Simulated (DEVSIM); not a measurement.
Device: Cr/SiO2/p-Si capacitor, at 250 K.

Layer 1 from the left is SiO2, thickness (nm) 31.0. Layer 2 from the left is Si, thickness (nm) 3400, Na (cm⁻³) 2.8e16.

Metal gate on the left, work function 4.5 eV. Fixed charge at the semiconductor interface 0 cm⁻² (in units of +e); no interface traps.

This is a model device: material constants are rounded textbook-type values typed into the input, and sizes, dopings and lifetimes were drawn at random. Values at 300 K; Nc and Nv go as T^1.5, mobilities as T to minus their exponent, the gap by Varshni's rule with the affinity fixed.

SiO2: gap (eV) 9, affinity (eV) 0.9, permittivity 3.9. Si: gap (eV) 1.124, affinity (eV) 4.05, permittivity 11.7, Nc (cm⁻³) 2.86e19, Nv (cm⁻³) 3.1e19, Varshni α (eV/K) 0.000473, Varshni β (K) 636.

DEVSIM, 1D Poisson equation in equilibrium, Boltzmann statistics, complete ionisation; no quantum confinement or tunnelling. Metal contacts follow the ideal Schottky-Mott rule: no Fermi-level pinning, no interface dipoles.

**Question.** What does the simulation give for the minimum of the low-frequency capacitance, the flat-band voltage?

**Answer.** minimum of the low-frequency capacitance 0.0382 μF/cm²; flat-band voltage -0.54 V.
